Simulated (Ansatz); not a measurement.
## Thermal expansion of WC (P-6m2, relaxed from the WC type)

Method: quasi-harmonic lattice dynamics, PBEsol density-functional theory in Ansatz (plane waves, PAW); phonon mesh 4×4×3, k mesh 12×12×12. The run noted for some of its cells that some bands missed the eigensolver's tolerance. Spin-orbit coupling is not included.

```
T (K)  α_a (10⁻⁶/K)  α_c (10⁻⁶/K)  C_P (J/mol/K)  bulk modulus B_T (GPa)     γ
-----  ------------  ------------  -------------  ----------------------  ----
100             1.4           0.9           13.1                     401  1.39
200             2.7           2.3           26.4                     400  1.45
300             3.6           3.3           35.3                     398  1.48
400             4.1           4.0           40.7                     395  1.49
500             4.5           4.4           44.0                     393  1.50
600             4.7           4.6           46.0                     390  1.51
700             4.9           4.8           47.5                     387  1.51
800             5.0           5.0           48.5                     384  1.52
900             5.1           5.1           49.3                     381  1.52
1000            5.2           5.2           50.0                     378  1.52
```

```json
{
 "conventional lattice constants at 300 K": "a = 2.905 Å, c = 2.834 Å",
 "entropy at 300 K": "32.3 J/(mol K)",
 "adiabatic bulk modulus at 300 K": "400 GPa",
 "bulk_modulus_without_vibrations": "407 GPa",
 "zero_point_volume_expansion": "0.48 %"
}
```

Computed at 300 K against measurement: lattice constant a 2.905 computed, 2.906 measured Å (0.0 %; Wikipedia, Lattice constant (list at 300 K)); lattice constant c 2.834 computed, 2.837 measured Å (-0.1 %; Wikipedia, Lattice constant (list at 300 K)).  

The crystal is held in this phase throughout; melting and phase transitions are not modelled.

The PAW data sets were generated under PBE and serve the other functionals too.

Ansatz is a program for electronic structure.
